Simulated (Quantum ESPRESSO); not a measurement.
## Sensitivity of a calculation on Y₂Au (Pnma, 12 atoms in the cell) to its settings

```
CELL_PARAMETERS angstrom
      7.15751     0.00000     0.00000
      0.00000     4.97662     0.00000
      0.00000     0.00000     8.91180
ATOMIC_POSITIONS crystal
  Y  0.14579 0.25000 0.08354
  Y  0.85421 0.75000 0.91646
  Y  0.35421 0.75000 0.58354
  Y  0.64579 0.25000 0.41646
  Y  0.48727 0.75000 0.17393
  Y  0.51273 0.25000 0.82607
  Y  0.01273 0.25000 0.67393
  Y  0.98727 0.75000 0.32607
  Au 0.74291 0.25000 0.09604
  Au 0.25709 0.75000 0.90396
  Au 0.75709 0.75000 0.59604
  Au 0.24291 0.25000 0.40396
```

Base run A: LDA (PZ), GBRV 1.5 ultrasoft (LDA) pseudopotentials (Quantum ESPRESSO 7.5), self-consistent single point.

Its settings: ecutwfc = 40 Ry; ecutrho = 320 Ry; occupations = smearing; smearing = methfessel-paxton; degauss = 0.0099958 Ry; potentials = {Y: y_lda_v1.4.uspp.F.UPF, Au: au_lda_v1.uspp.F.UPF}; K_POINTS = automatic 3 5 2 0 0 0; conv_thr = 1e-10 Ry.

The starting cell comes from a database of computed structures (which also holds hypothetical and non-ambient phases and stackings), without a prior relaxation at this level. In the base run, with a pressure of about -5 GPa the cell is away from its equilibrium volume at this level. Without a gap this mesh is coarse (it stands for a supercell whose shortest vector is 18 Å).

ΔF is the free energy per atom less that of run A. 

Runs:
- B: ecutwfc: 40 Ry → 46 Ry; ecutrho: 320 Ry → 368 Ry
- C: K_POINTS: automatic 3 5 2 0 0 0 → automatic 3 5 3 0 0 0
- D: ecutrho: 320 Ry → 200 Ry
- E: smearing: methfessel-paxton → gaussian; degauss: 0.0099958 Ry → 0.0036749 Ry
- F: ecutwfc: 40 Ry → 24 Ry; ecutrho: 320 Ry → 192 Ry
- G: mixing_ndim: default → 16
- H: diagonalization: default → cg

```
run  ΔF (meV/atom)  pressure (GPa)  largest force (eV/Å)
---  -------------  --------------  --------------------
A             0.00           -5.06                 0.113
B             -2.4           -5.03                 0.112
C            -0.79           -5.08                 0.098
D             0.06           -5.06                 0.113
E            -0.58           -5.06                 0.108
F             35.3           -6.36                 0.114
G             0.00           -5.06                 0.113
H             0.00           -5.06                 0.113
```

Run G against A: The free energy is nearly the same (within 1 meV/atom), the pressure stays at -5.06 GPa and the largest force stays at 0.113 eV/Å.

Run E against A: The free energy is nearly the same (within 1 meV/atom), the pressure stays at -5.06 GPa and the largest force goes from 0.113 to 0.108 eV/Å.
